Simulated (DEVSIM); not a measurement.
System: illuminated Si n-on-p cell, one wavelength, at 400 K.

```
layer (left to right)  material  thickness (μm)  Nd (cm⁻³)  Na (cm⁻³)  τn (s)  τp (s)  absorption coefficient (cm⁻¹)
---------------------  --------  --------------  ---------  ---------  ------  ------  -----------------------------
1                            Si           0.160     5.4e16          -    7e-7  4.5e-6                           2800
2                            Si             120          -     3.8e16    5e-6    5e-6                           2800
```

Left contact: ohmic, minority hole recombination velocity 1e6 cm/s. Right contact: ohmic, minority electron recombination velocity 800 cm/s. Voltage is applied to the left contact. Recombination: SRH at mid-gap, radiative, Auger. Light enters at the left, 2e17 photons cm⁻² s⁻¹, one pass, no reflection. Mobility is μmin + (μ − μmin)/(1 + (N/Nref)^α).

Constants are typed, rounded textbook-type inputs, not results; the design itself was drawn at random and stands for no fabricated device. Values at 300 K; Nc and Nv go as T^1.5, mobilities as T to minus their exponent, the gap by Varshni's rule with the affinity fixed.

| parameter | Si |
|---|---|
| gap (eV) | 1.124 |
| affinity (eV) | 4.05 |
| permittivity | 11.7 |
| Nc (cm⁻³) | 2.86e19 |
| Nv (cm⁻³) | 3.1e19 |
| μn (cm²/Vs) | 1417 |
| μp (cm²/Vs) | 470 |
| μn,min | 52 |
| μp,min | 45 |
| Nref,n | 9.7e16 |
| Nref,p | 2.2e17 |
| αn | 0.68 |
| αp | 0.72 |
| T exponent of μn | 2.3 |
| T exponent of μp | 2.2 |
| B (cm³/s) | 4.7e-15 |
| Cn (cm⁶/s) | 2.8e-31 |
| Cp (cm⁶/s) | 9.9e-32 |
| Varshni α (eV/K) | 0.000473 |
| Varshni β (K) | 636 |

DEVSIM, 1D drift-diffusion, Boltzmann statistics, complete ionisation; no tunnelling, impact ionisation, image-force lowering or self-heating.

Q: Tabulate band edges, carrier densities and field at -0.9 V on the left contact, in the dark.

A: Energies count from the Fermi level of the right contact; mesh points crowd at the junctions.

| x (μm) | Ec (eV) | Ev (eV) | n (cm⁻³) | p (cm⁻³) | field (V/cm) |
|---|---|---|---|---|---|
| 0.000 | 1.131 | 0.035 | 5.4e16 | 2.8e14 | -85 |
| 0.02650 | 1.131 | 0.035 | 5.4e16 | 3.9e14 | ≈ 0 |
| 0.07622 | 1.132 | 0.035 | 5.3e16 | 6.2e14 | 580 |
| 0.1258 | 1.144 | 0.048 | 3.7e16 | 1.1e15 | 6400 |
| 0.1631 | 1.198 | 0.102 | 7.7e15 | 6.0e15 | 22000 |
| 0.1974 | 1.245 | 0.148 | 2.0e15 | 2.3e16 | 7200 |
| 0.2748 | 1.262 | 0.165 | 1.2e15 | 3.8e16 | 280 |
| 0.5711 | 1.262 | 0.165 | 1.2e15 | 3.9e16 | -35 |
| 1.120 | 1.260 | 0.163 | 1.2e15 | 3.9e16 | -35 |
| 2.454 | 1.255 | 0.159 | 1.2e15 | 3.9e16 | -35 |
| 5.380 | 1.245 | 0.148 | 1.2e15 | 3.9e16 | -35 |
| 15.92 | 1.208 | 0.111 | 1.2e15 | 3.9e16 | -35 |
| 37.31 | 1.132 | 0.036 | 1.1e15 | 3.9e16 | -35 |
| 76.88 | 0.993 | -0.104 | 1.4e15 | 3.9e16 | -35 |
| 105.8 | 0.898 | -0.199 | 5.7e15 | 4.4e16 | -29 |
| 114.1 | 0.875 | -0.221 | 9.7e15 | 4.8e16 | -25 |
| 117.5 | 0.867 | -0.229 | 1.2e16 | 5.0e16 | -23 |
| 119.0 | 0.864 | -0.233 | 1.3e16 | 5.1e16 | -22 |
| 119.8 | 0.862 | -0.234 | 1.4e16 | 5.2e16 | -22 |
| 120.0 | 0.862 | -0.235 | 1.4e16 | 5.2e16 | -24 |
| 120.1 | 0.861 | -0.236 | 1.4e16 | 5.1e16 | -480 |
| 120.2 | 0.850 | -0.246 | 1.9e16 | 3.8e16 | -5700 |
